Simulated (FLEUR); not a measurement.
Band structure of CrFe₃ (Pm-3m, 4 atoms in the cell).

```yaml
crystal:
  lattice:
    - [3.47885, 0.00000, 0.00000]
    - [0.00000, 3.47885, 0.00000]
    - [0.00000, 0.00000, 3.47885]
  atoms:
    - { symbol: Cr, position: [0.00000, 0.00000, 0.00000], spin: 3.0 }
    - { symbol: Fe, position: [0.00000, 0.50000, 0.50000], spin: 4.0 }
    - { symbol: Fe, position: [0.50000, 0.00000, 0.50000], spin: 4.0 }
    - { symbol: Fe, position: [0.50000, 0.50000, 0.00000], spin: 4.0 }
```
(The spins are starting values, not results.)

Level of theory: LDA (Perdew-Zunger), all-electron FLAPW (FLEUR), scalar-relativistic valence run with FLEUR.

Settings: Kmax = 3.6 1/bohr; GmaxXC = 12.6 1/bohr; xcFunctional = pz; jspins = 2; l_soc = F; mode = hist; fermiSmearingEnergy = 0.00367493 Htr; mesh (inpgen div1-3) = 9 9 9; inpgen gamma flag = false; Gmax = 12.6 1/bohr; numbands = 0; maxIterBroyd = 99; imix = Anderson; alpha = 0.05.

The starting cell comes from a database of computed structures (which also holds hypothetical and non-ambient phases and stackings), without a prior relaxation at this level. Its lattice was rescaled by a random factor within 2.5 % of one. Values depend on the basis (sphere radii, cutoffs, local orbitals), which need not be converged.

Levels in eV from the Fermi level, bands 29 to 36 of the first spin channel:
```
point     29     30     31     32     33    34    35    36
-----  -----  -----  -----  -----  -----  ----  ----  ----
Γ       0.68   1.07   1.07   1.07   1.59  1.59  2.18  2.18
X      -0.56  -0.56  -0.51   0.15   0.23  0.23  0.68  1.07
M      -0.98  -0.98  -0.98  -0.33  -0.28  0.41  0.58  0.58
R       0.16   0.50   0.50   0.50   0.81  0.81  0.81  1.63
```
